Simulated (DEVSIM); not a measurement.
Schottky contact on n-type Si

Device: Schottky contact on n-type Si, at 300 K.

```csv
layer (left to right),material,thickness (μm),Nd (cm⁻³),τn (s),τp (s)
1,Si,4.30,1.1e14,8.4e-6,8.4e-6
```

Left contact: Schottky, work function 4.94 eV, emission velocity 5.8e6 cm/s. Right contact: ohmic. Voltage is applied to the left contact. Recombination: SRH at mid-gap. Gap narrowing is on: ΔEg = 6.92 meV × (l + √(l² + 0.5)), l = ln(N/1.3e17 cm⁻³), shared equally by both band edges. Mobility is constant in doping.

The device is made up for the run: typed textbook-type constants, with dimensions and the other settings drawn at random. Values at 300 K.

```tsv
parameter	Si
gap (eV)	1.124
affinity (eV)	4.05
permittivity	11.7
Nc (cm⁻³)	2.86e19
Nv (cm⁻³)	3.1e19
μn (cm²/Vs)	1417
μp (cm²/Vs)	470
```

DEVSIM, 1D drift-diffusion, Boltzmann statistics, complete ionisation; no tunnelling, impact ionisation, image-force lowering or self-heating. Metal contacts follow the ideal Schottky-Mott rule: no Fermi-level pinning, no interface dipoles.

```json
{
  "potential_step_across_the_device_at_zero_bias": "0.568 V",
  "largest_field_in_the_device_at_zero_bias": "6900 V/cm",
  "Dark forward voltage at 1 A/cm²": "0.471 V",
  "Dark forward voltage at 100 A/cm²": "0.999 V"
}
```

Dark reverse current:

| V (V) | J (A/cm²) |
|---|---|
| -0.20 | -4.1e-8 |
| -0.50 | -5.7e-8 |
| -1.00 | -1.0e-7 |
| -1.50 | -1.7e-7 |
| -2.00 | -2.6e-7 |
| -3.00 | -4.4e-7 |
| -4.00 | -6.3e-7 |
| -5.00 | -8.2e-7 |
| -6.50 | -1.1e-6 |
| -8.00 | -1.4e-6 |
| -10.00 | -1.8e-6 |

Small-signal capacitance in reverse bias (quasi-static):

```tsv
V (V)	C (nF/cm²)
-0.2	2.39
-0.5	2.20
-1	2.03
-1.5	2.05
-2	2.11
-3	2.20
-4	2.25
-5	2.29
-6.5	2.33
-8	2.35
-10	2.37
```
